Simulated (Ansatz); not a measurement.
Where the default PAW files enter, the runs use the earlier of Ansatz's two default sets.

Inside the gap of an insulator the Bloch states are evanescent, with a wavenumber k + iκ along the transport direction.

Input:

```yaml
crystal:
  lattice:
    - [2.50579, 0.00000, 0.00000]
    - [0.00000, 6.61708, 0.00000]
    - [1.25290, 0.00000, 2.17008]
  atoms:
    - { symbol: B, position: [0.33333, 0.75000, 0.33333] }
    - { symbol: B, position: [0.66667, 0.25000, 0.66667] }
    - { symbol: N, position: [0.33333, 0.25000, 0.33333] }
    - { symbol: N, position: [0.66667, 0.75000, 0.66667] }
```

Space group of this cell: P6_3/mmc. The cell was relaxed by PBE-D3(BJ); by r2SCAN its mean pressure is -1.3 GPa.

Transport runs along the normal of the first two printed cell vectors, the (100) plane of the conventional cell.

The gap is the functional's own, uncorrected, and κ follows it; spin-orbit coupling is left out. Mid-gap means the computed energy nearest the middle.

**Question.** Estimate the band gap and the smallest decay constant κ at mid-gap that r2SCAN run with Ansatz (a first-principles code) returns for this system.

**Answer.** Gap 4.80 eV on a 14×6×14 mesh; κ = 0.336 1/Å, at (0.000, 0.500) of the in-plane reciprocal vectors. At the zone centre the slowest state has κ = 0.34 1/Å.
